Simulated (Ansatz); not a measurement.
Take InAs in the zinc blende structure (space group F-43m, No. 216; a = 6.110 Å) as the base. Axes: x, y, z lie along the cube axes.

Modification: biaxial strain −1.50 %, plane normal [001], relaxed out of plane (Cartesian); in-plane vectors clamped, the third vector and the atoms free.

The values are results of Kohn–Sham DFT with the r2SCAN functional, run in Ansatz (a first-principles code) with PAW and 500 eV plane waves, scalar-relativistic without spin-orbit coupling, not measurements.

Q: Give the band edges at the high-symmetry points of the new zone, measured from its valence-band maximum.

A: 
```tsv
point	valence edge (eV)	conduction edge (eV)
Γ	0.00	0.10
X	-2.43	1.76
P	-2.91	4.29
N	-0.94	1.22
M	-2.27	1.92
S	-1.84	2.57
S₀	-1.84	2.57
R	-2.91	4.45
G	-2.91	4.45
```

The gap is 0.10 eV, direct at Γ.

Whether these cells are dynamically stable was not tested. A zero or small gap of InAs can be the functional's error rather than a property of the material. Labels are those of the standard path for the cell's own space group.
